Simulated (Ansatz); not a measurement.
Here is the system:

```
MgO
1.0
    0.00000     2.10507     2.10507
    2.11565     0.00000     2.10507
    2.11565     2.10507     0.00000
O Mg
1 1
Cartesian
  0.00000   0.00000   0.00000
  2.11565   2.10507   2.10507
```

No spin polarisation.

Level of theory: PBEsol (Ansatz, a first-principles code, PAW, no SOC). Settings: 13×13×13 k-points, 0.05 eV Fermi–Dirac smearing.

Problem. Predict the valence-band top at Γ, electron mass and space group.

Solution. The valence-band top at Γ (three highest levels, from the VBM) is 0.00, -0.01, -0.01 eV, the electron mass comes out as 0.34 mₑ (at Γ) and the space group is I4/mmm (No. 139).

The levels and masses belong to the bands next to the band gap. Load acts through the strain it causes; cell and atoms are relaxed under it. Effective masses come from finite differences of ±0.01 Å⁻¹. Beyond what the load breaks, stability against distortions was not tested. The cell was made from MgO in the rock salt structure (space group Fm-3m, No. 225) by this change: uniaxial stress, 1 GPa tension along x.
